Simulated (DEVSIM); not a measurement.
Device: illuminated GaAs p-on-n cell, one wavelength, at 350 K.

```csv
layer (left to right),material,thickness (μm),Nd (cm⁻³),Na (cm⁻³),τn (s),τp (s),absorption coefficient (cm⁻¹)
1,GaAs,0.740,-,5.4e17,1.4e-9,2.7e-9,20000
2,GaAs,3.80,1.7e17,-,7.7e-8,7.7e-8,20000
```

Left contact: ohmic, minority electron recombination velocity 1e6 cm/s. Right contact: ohmic, minority hole recombination velocity 800 cm/s. Voltage is applied to the left contact. Recombination: SRH at mid-gap, radiative, Auger. Light enters at the left, 6e17 photons cm⁻² s⁻¹, one pass, no reflection. Mobility is constant in doping.

Constants are typed, rounded textbook-type inputs, not results; the design itself was drawn at random and stands for no fabricated device. Values at 300 K; Nc and Nv go as T^1.5, mobilities as T to minus their exponent, the gap by Varshni's rule with the affinity fixed.

```csv
parameter,GaAs
gap (eV),1.424
affinity (eV),4.07
permittivity,12.9
Nc (cm⁻³),4.7e17
Nv (cm⁻³),9e18
μn (cm²/Vs),8500
μp (cm²/Vs),400
T exponent of μn,2.1
T exponent of μp,2.2
B (cm³/s),2e-10
Cn (cm⁶/s),1e-30
Cp (cm⁶/s),1e-30
Varshni α (eV/K),0.000541
Varshni β (K),204
```

DEVSIM, 1D drift-diffusion, Boltzmann statistics, complete ionisation; no tunnelling, impact ionisation, image-force lowering or self-heating.

The doping Na of layer 1 was swept, all else fixed.

```json
[
 {"doping Na of layer 1 (cm^-3)": "1.6e16", "dark forward voltage at 1 A/cm² (V)": "0.862", "short-circuit current (mA/cm²)": "88.2", "largest power (mW/cm²)": "55.0", "fill factor": "0.80"},
 {"doping Na of layer 1 (cm^-3)": "5.4e16", "dark forward voltage at 1 A/cm² (V)": "0.900", "short-circuit current (mA/cm²)": "84.8", "largest power (mW/cm²)": "56.5", "fill factor": "0.81"},
 {"doping Na of layer 1 (cm^-3)": "1.6e17", "dark forward voltage at 1 A/cm² (V)": "0.933", "short-circuit current (mA/cm²)": "83.0", "largest power (mW/cm²)": "58.7", "fill factor": "0.83"},
 {"doping Na of layer 1 (cm^-3)": "5.4e17", "dark forward voltage at 1 A/cm² (V)": "0.970", "short-circuit current (mA/cm²)": "81.9", "largest power (mW/cm²)": "62.3", "fill factor": "0.85"},
 {"doping Na of layer 1 (cm^-3)": "1.6e18", "dark forward voltage at 1 A/cm² (V)": "0.999", "short-circuit current (mA/cm²)": "81.4", "largest power (mW/cm²)": "64.2", "fill factor": "0.86"},
 {"doping Na of layer 1 (cm^-3)": "5.4e18", "dark forward voltage at 1 A/cm² (V)": "1.025", "short-circuit current (mA/cm²)": "80.8", "largest power (mW/cm²)": "65.7", "fill factor": "0.86"}
]
```

From the first row to the last the dark forward voltage at 1 A/cm² goes from 0.862 to 1.025. From the first row to the last the short-circuit current goes from 88.2 to 80.8.
